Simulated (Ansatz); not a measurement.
Levels about the gap of amorphous Si20P2O45 (67 atoms in a cell of 985 Å³, 2.26 g/cm³; zone centre alone, so wide bands show as single levels with stretches between that a denser mesh fills), at the geometry that PBE relaxed, where it gives 0.0 GPa on a denser mesh. The participation number counts the atoms over which a state spreads; weights are charges in smoothed Voronoi cells. The levels come from a single point, so bond lengths are those of that geometry. Method of the levels: PBE, scalar-relativistic without spin-orbit coupling (Ansatz, a quantum-chemistry and plane-wave program). Sampling: the zone centre alone; Fermi-Dirac width 0.02 eV; no spin polarisation. At PBE the levels at the filled edge of the gap are localised (band-tail or defect states), and the nearest spread-out levels lie 5.4 eV apart at the zone centre.

It comes from a melt-quench run on a machine-learned potential (CHGNet), relaxed afterwards by DFT. O atoms were pushed apart under 1.9 Å during the dynamics, to hinder bonds among them. The hot cell started wider than the set density and was brought back towards it in steps. It is the lowest in DFT energy of 2 quenches. It is a model cell: composition and starting density were chosen by hand, and all elements were melted together. No dispersion term was used. Its density started from a set value of 2.39 and ended at 2.26 g/cm³. The quench (nominally 140 K/ps over its main leg) was far faster than any real one, so the model tends to hold more defects than a real film. A cell of this size samples the disorder only roughly. The volume was free in the relaxation, at fixed shape. Stress components on the final sampling reach 2.3 GPa.

```json
[
 {"E - E(highest filled), eV": "-0.57", "filling": "filled", "participation number": "20.9", "largest on": "O, 2 neighbours", "weight O": "0.96", "weight Si": "0.03", "weight P": "0.00"},
 {"E - E(highest filled), eV": "-0.52", "filling": "filled", "participation number": "27.2", "largest on": "O, 2 neighbours", "weight O": "0.96", "weight Si": "0.04", "weight P": "0.00"},
 {"E - E(highest filled), eV": "-0.48", "filling": "filled", "participation number": "20.3", "largest on": "O, 2 neighbours", "weight O": "0.96", "weight Si": "0.03", "weight P": "0.00"},
 {"E - E(highest filled), eV": "-0.14", "filling": "filled", "participation number": "2.1", "largest on": "O, 1 neighbours", "weight O": "0.93", "weight Si": "0.01", "weight P": "0.06"},
 {"E - E(highest filled), eV": "-0.12", "filling": "filled", "participation number": "2.1", "largest on": "O, 1 neighbours", "weight O": "0.93", "weight Si": "0.01", "weight P": "0.06"},
 {"E - E(highest filled), eV": "-0.04", "filling": "filled", "participation number": "2.1", "largest on": "O, 1 neighbours", "weight O": "0.94", "weight Si": "0.01", "weight P": "0.05"},
 {"E - E(highest filled), eV": "0.00", "filling": "filled", "participation number": "2.2", "largest on": "O, 1 neighbours", "weight O": "0.94", "weight Si": "0.01", "weight P": "0.05"},
 {"E - E(highest filled), eV": "4.94", "filling": "empty", "participation number": "60.4", "largest on": "Si, 4 neighbours", "weight O": "0.70", "weight Si": "0.28", "weight P": "0.02"},
 {"E - E(highest filled), eV": "6.28", "filling": "empty", "participation number": "34.8", "largest on": "Si, 4 neighbours", "weight O": "0.58", "weight Si": "0.38", "weight P": "0.05"},
 {"E - E(highest filled), eV": "6.76", "filling": "empty", "participation number": "44.0", "largest on": "O, 2 neighbours", "weight O": "0.66", "weight Si": "0.29", "weight P": "0.05"},
 {"E - E(highest filled), eV": "6.85", "filling": "empty", "participation number": "41.2", "largest on": "O, 2 neighbours", "weight O": "0.64", "weight Si": "0.30", "weight P": "0.06"}
]
```

Most localised among these is the filled level at -0.12 eV, on a O atom, which has 1 neighbours (P 1.47 Å).
